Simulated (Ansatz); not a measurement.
The starting structures come from a database of crystals and need not be the phases stable at ambient conditions.

 Where the default PAW files enter, the runs use the earlier of Ansatz's two default sets.

Crystal: NbPO5 (P4/nmm, not sure to be the ambient phase, 14 atoms a cell, 12.8 Å³ an atom, -7 GPa at this level); planes in its conventional cell.

All values below come from PBEsol (plane waves, PAW; Ansatz, a first-principles code).

The gap is the functional's own. No spin-orbit coupling. Mid-gap values are interpolated on the energy grid.

```tsv
plane	area of the cell (Å²)	mid-gap κ (1/Å)	largest κ in the gap (1/Å)
(100)	27.4	0.41	0.41
(001)	42.4	[?]	[?]
(110)	38.8	[?]	[?]
```

Problem. The slowest decay depends on the direction. Supply the withheld values.

Solution. 
- (001), mid-gap κ (1/Å): 0.30
- (001), largest κ in the gap (1/Å): 0.30
- (110), mid-gap κ (1/Å): 0.38
- (110), largest κ in the gap (1/Å): 0.38
